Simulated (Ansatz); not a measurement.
## GaN, response to strain

Consider GaN in the zinc blende structure (space group F-43m, No. 216; a = 4.498 Å).

Strains are applied to the cell and any free atomic positions relax.

Calculations: plane-wave PAW DFT at the r2SCAN level (Ansatz, an electronic-structure program, 500 eV), no SOC.

```csv
isotropic strain (%),pressure (GPa)
-3,21.8
-2.5,?
-2,13.6
-1.5,9.8
-1,6.3
-0.5,3.1
0,0.0
```

Task: Fit P = P₀ − Bδ + Cδ² with δ = (1 + ε)³ − 1 to the rows shown and predict the withheld row.

Result: Least squares on the printed values gives P₀ = 0.0 GPa, B = 192 GPa, C = 654 GPa (largest residual 0.1 GPa); this predicts 17.6 GPa, and the run gives 17.6 GPa, in agreement.

Stability against distortions was not tested. This is not the structure that GaN has at room temperature and ambient pressure.
